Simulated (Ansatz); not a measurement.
System: TaN (model structure, started from the NbAs type, I4₁md, No. 109, 4 atoms in the cell). Method: PBE-D3(BJ) (plane waves, PAW; Ansatz, a first-principles code).

Numerical settings: plane-wave cutoff 520 eV, 18×18×18 k mesh, Fermi–Dirac smearing 0.01 eV, scalar-relativistic PAW data made under PBE.

Cell (relaxed at this level):

```cif
data_N4Ta4
_chemical_formula_sum 'Ta4 N4'
_space_group_name_H-M_alt 'I41md'
_space_group_IT_number 109
_space_group_name_Hall 'I 4bw -2'
_cell_length_a 2.89577
_cell_length_b 2.89577
_cell_length_c 10.21014
_cell_angle_alpha 90.000
_cell_angle_beta 90.000
_cell_angle_gamma 90.000
loop_
_atom_site_label
_atom_site_type_symbol
_atom_site_symmetry_multiplicity
_atom_site_Wyckoff_symbol
_atom_site_fract_x
_atom_site_fract_y
_atom_site_fract_z
_atom_site_occupancy
Ta1 Ta 4 a 0.00000 0.00000 0.24882 1
N1 N 4 a 0.00000 0.00000 0.66718 1
```
(The calculation used a cell of 4 atoms; values per cell refer to that cell.)

Estimate the band gap and Γ–Γ gap that the calculation returns.


band gap: 0.64 eV (on the SCF k mesh)
Γ–Γ gap: 4.90 eV

Note: the relaxation could raise the start's symmetry but not lower it, so the cell can be a saddle point.

Spin–orbit coupling is not included.

Computed values are for the static lattice.

It cost around 3 core-minutes (rough) of CPU time.

A model structure was made by putting elements into a prototype or built by hand; it is no filed structure, need not be a known phase, and can be a saddle point held by its symmetry.
